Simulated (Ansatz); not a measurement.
## Hypothetical rock salt GaSb: pressure series

Consider GaSb in the rock salt structure (space group Fm-3m, No. 225; a hypothetical phase, not in the database extracts checked).

Space group Fm-3m (No. 225); a = 5.710 Å, b = 5.710 Å, c = 5.710 Å, α = 90.00°, β = 90.00°, γ = 90.00°

| atom | site | symmetry | x | y | z |
|---|---|---|---|---|---|
| Ga | 4a | m-3m | 0.0000 | 0.0000 | 0.0000 |
| Sb | 4b | m-3m | 0.5000 | 0.5000 | 0.5000 |
(The calculation used a cell of 2 atoms; values per cell refer to that cell.)

Cell and atoms are relaxed at each pressure.

All numbers come from Ansatz (a first-principles code) PBE-D3(BJ), no spin-orbit coupling.

| P (GPa) | V (Å³/atom) |
|---|---|
| -2.02 | 24.096 |
| -1.02 | 23.662 |
| 0.30 | 23.152 |
| 0.70 | 23.011 |
| 1.49 | 22.746 |
| 3.00 | 22.281 |
| 5.00 | 21.741 |
| 7.51 | 21.152 |
| 10.01 | 20.642 |

### Question
Fit a third-order Birch–Murnaghan equation of state.

### Answer
Least squares on P(V) = (3B₀/2)[(V₀/V)^(7/3) − (V₀/V)^(5/3)]·[1 + (3/4)(B₀′ − 4)((V₀/V)^(2/3) − 1)] gives V₀ = 23.26 Å³/atom, B₀ = 63 GPa and B₀′ = 4.9.

Load acts through the strain it causes; cell and atoms are relaxed under it. Stability against distortions was not tested. No other phases were tried under pressure. The base started in Pnma and relaxed to Fm-3m at this level. The final runs are not spin-polarised.
